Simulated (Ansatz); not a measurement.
Data:

```xyz
5
Lattice="3.9196 0.0000 0.0000 0.0000 3.9196 0.0000 0.0000 0.0000 3.9196" Properties=species:S:1:pos:R:3 pbc="T T T"
Ba     0.0000     0.0000     0.0000
Ti     1.9598     1.9598     1.9598
O      1.9598     0.0000     1.9598
O      0.0000     1.9598     1.9598
O      1.9598     1.9598     0.0000
```

No spin polarisation.

All numbers come from PBEsol (Ansatz, a program for electronic structure; PAW; 420 eV plane waves; no SOC). Settings: 8×8×8 k-points, 0.05 eV Fermi–Dirac smearing.

**Question.** Predict the band gap, gap character and width of the top valence band.

**Answer.** 
- Band gap: 1.89 eV
- Gap character: indirect, R → Γ
- Width of the top valence band: 1.00 eV

Load acts through the strain it causes; cell and atoms are relaxed under it. Whether these cells are dynamically stable was not tested. Competing high-pressure phases were not computed. All final runs are without spin polarisation. The cell was made from BaTiO₃ in the cubic perovskite structure (space group Pm-3m, No. 221) by this change: pressure 7.5 GPa. Many cubic perovskites are stable only at high temperature; tilts and polar distortions were not tested. This is not the structure that BaTiO3 has at room temperature and ambient pressure.
